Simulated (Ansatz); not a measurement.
# Ru on the 1x1 (0001) surface of hcp Co, ferromagnetic, one in a 2x2 cell, started at the site 'hollow Co-Co-Co over Co at depth 2.0 Å'

These are PBE (plane waves to 420 eV, PAW; Ansatz, an electronic-structure program) values and carry that method's errors.

Model: 17-atom slab, 6.0 Å thick at the start under the adsorbate (thin: gaps and levels are the slab's own), 7x7x1 mesh, Fermi-Dirac 0.1 eV, dipole correction, 8 atoms held, the rest relaxed; start symmetry kept, larger cells not searched; spin-polarised, no spin-orbit, no U, no dispersion correction. At the end it is bonded to 3 Co. In PBE it is, or lies within 0.03 eV of, the lowest of the starts that converged.

```yaml
adsorption energy against an atom of hcp Ru: 2.07 eV
work_function_of_the_top_face: 3.68 eV
change_of_the_work_function: -1.29 eV
change_of_the_step_from_the_bottom_to_the_top_vacuum_level_against_the_clean_slab: -1.28 eV
energy_released_by_relaxation: 1.82 eV
height of the binding atom over the mean of the host atoms within 0.3 Å of the top one: 178.7 pm
magnetic_moment_of_the_cell: 29.01 μB
nearest_host_atoms_of_the_binding_atom: Co at 2.35 Å, Co at 2.35 Å, Co at 2.35 Å
largest_move_of_a_host_atom: 0.12 Å
cost: about 15 core-minutes (a rough figure)
```

A negative adsorption energy means that the adsorbate is more stable on the surface than in its reference.
